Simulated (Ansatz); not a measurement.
**Fermi-surface data of IrO₂ (P4_2/mnm)**

Input:

```yaml
crystal:
  lattice:
    - [4.47172, 0.00000, 0.00000]
    - [0.00000, 4.47172, 0.00000]
    - [0.00000, 0.00000, 3.15356]
  atoms:
    - { symbol: Ir, position: [0.50000, 0.50000, 0.50000] }
    - { symbol: Ir, position: [0.00000, 0.00000, 0.00000] }
    - { symbol: O, position: [0.69122, 0.69122, 0.00000] }
    - { symbol: O, position: [0.30878, 0.30878, 0.00000] }
    - { symbol: O, position: [0.80878, 0.19122, 0.50000] }
    - { symbol: O, position: [0.19122, 0.80878, 0.50000] }
```

Calculation: PBEsol, rigid bands (plane waves, PAW, scalar-relativistic; Ansatz, an electronic-structure program). How the cell was made: cell and atoms relaxed with PBEsol.

```yaml
density of states at the Fermi level: 2.79 states/(eV·cell), both spins
bare Sommerfeld coefficient: 1.10 mJ/(mol of atoms·K²)
drude_plasma_energy: 4.3 (x), 4.3 (y), 3.3 (z) eV
root-mean-square Fermi velocity: 3.7e5 m/s
resistivity times τ: 27 (x), 27 (y), 46 (z) ×10⁻²² Ω·m·s
```

A metal at this level (no band gap); rigid bands, thermally averaged at 300 K, both spins. Spin-orbit coupling is left out, which matters with elements this heavy. τ is one relaxation time for all states.
